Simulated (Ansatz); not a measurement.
**SiO2: pressure 0.9 GPa**

Start from SiO2 in the rutile structure (space group P4_2/mnm, No. 136; a = 4.185 Å, c = 2.669 Å).

Modification: cell and atoms relaxed at a pressure of 0.9 GPa.

Calculations: Ansatz (a quantum-chemistry and plane-wave program), r2SCAN, PAW, cutoff 500 eV, scalar-relativistic without spin-orbit coupling. k-mesh 8×8×12 (Γ-centred); smearing 0.05 eV (Fermi–Dirac).

```csv
quantity,base,changed,shift
volume per atom,7.79 Å³,7.77 Å³,-0.02 Å³
lattice parameter a,4.185 Å,4.180 Å,-0.005 Å
c/a ratio,0.638,0.638,0.000
shortest interatomic distance,1.760 Å,1.759 Å,-0.001 Å
enthalpy H = E + PV relative to the base's energy,–,+0.04 eV/atom,–
band gap,6.51 eV,6.56 eV,+0.05 eV
gap character,direct at Γ,direct at Γ,–
electron mass,"0.38 mₑ along c, 0.48 mₑ across (at Γ)","0.38 mₑ along c, 0.48 mₑ across (at Γ)",–
hole mass,"1.7 mₑ along c, 1.1 mₑ across (at Γ)","1.7 mₑ along c, 1.1 mₑ across (at Γ)",–
"valence-band top at Γ (three highest levels, from the VBM)","0.00, -0.88, -0.88 eV","0.00, -0.88, -0.88 eV",–
```

Load acts through the strain it causes; cell and atoms are relaxed under it. Effective masses come from finite differences of ±0.01 Å⁻¹. Stability against distortions was not tested.
